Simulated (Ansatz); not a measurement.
Hf (model structure, started from the diamond type, Fd-3m, No. 227, 2 atoms in the cell)

All values below come from r²SCAN (PAW; Ansatz, a first-principles code).

Settings: plane-wave cutoff 560 eV, 16×16×16 k mesh, Fermi–Dirac smearing 0.05 eV, scalar-relativistic PAW data made under PBE.

Cell (relaxed at this level):

```
Hf
1.0
    0.00000     3.23149     3.23149
    3.23149     0.00000     3.23149
    3.23149     3.23149     0.00000
Hf
2
Direct
  0.25000   0.25000   0.25000
  0.00000   0.00000   0.00000
```

```
Item                Value
---------------  --------
band gap             none
bulk modulus B0  22.3 GPa
```

Note: the bulk modulus is −V dP/dV from two relaxed cells at ±2 % in volume; the relaxation could raise the start's symmetry but not lower it, so the cell can be a saddle point.

Spin–orbit coupling is not included.

Static lattice: no zero-point or thermal effects.

A model structure was made by putting elements into a prototype or built by hand; it is no filed structure, need not be a known phase, and can be a saddle point held by its symmetry.
